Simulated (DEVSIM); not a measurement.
Device: abrupt GaAs n-p junction, at 300 K.

| layer (left to right) | material | thickness (μm) | Nd (cm⁻³) | Na (cm⁻³) | τn (s) | τp (s) |
|---|---|---|---|---|---|---|
| 1 | GaAs | 1.30 | 5.7e14 | - | 7.5e-8 | 7.5e-8 |
| 2 | GaAs | 21.0 | - | 9.7e17 | 7.5e-8 | 7.5e-8 |

Left contact: ohmic. Right contact: ohmic. Voltage is applied to the left contact. Recombination: SRH at mid-gap, Auger. Mobility is μmin + (μ − μmin)/(1 + (N/Nref)^α).

Constants are typed, rounded textbook-type inputs, not results; the design itself was drawn at random and stands for no fabricated device. Values at 300 K.

```csv
parameter,GaAs
gap (eV),1.424
affinity (eV),4.07
permittivity,12.9
Nc (cm⁻³),4.7e17
Nv (cm⁻³),9e18
μn (cm²/Vs),8500
μp (cm²/Vs),400
"μn,min",500
"μp,min",20
"Nref,n",6e16
"Nref,p",1.5e17
αn,0.39
αp,0.38
Cn (cm⁶/s),1e-30
Cp (cm⁶/s),1e-30
```

DEVSIM, 1D drift-diffusion, Boltzmann statistics, complete ionisation; no tunnelling, impact ionisation, image-force lowering or self-heating.

Problem. Give the dark forward current.

Solution. 
(V (V), J (A/cm²)): (-0.05, -3.9e-11); (-0.10, -1.4e-10); (-0.15, -4.0e-10); (-0.20, -1.1e-9); (-0.25, -3.2e-9); (-0.30, -8.8e-9); (-0.35, -2.5e-8); (-0.40, -7.1e-8); (-0.45, -2.1e-7); (-0.50, -6.8e-7); (-0.55, -2.4e-6); (-0.60, -9.9e-6); (-0.65, -4.6e-5); (-0.70, -0.00024); (-0.80, -0.0074); (-0.85, -0.043); (-0.90, -0.24); (-0.95, -1.3); (-1.00, -6.1); (-1.05, -23); (-1.10, -67); (-1.15, -160); (-1.20, -340); (-1.25, -590); (-1.30, -910); (-1.35, -1300); (-1.40, -1800); (-1.45, -2300)
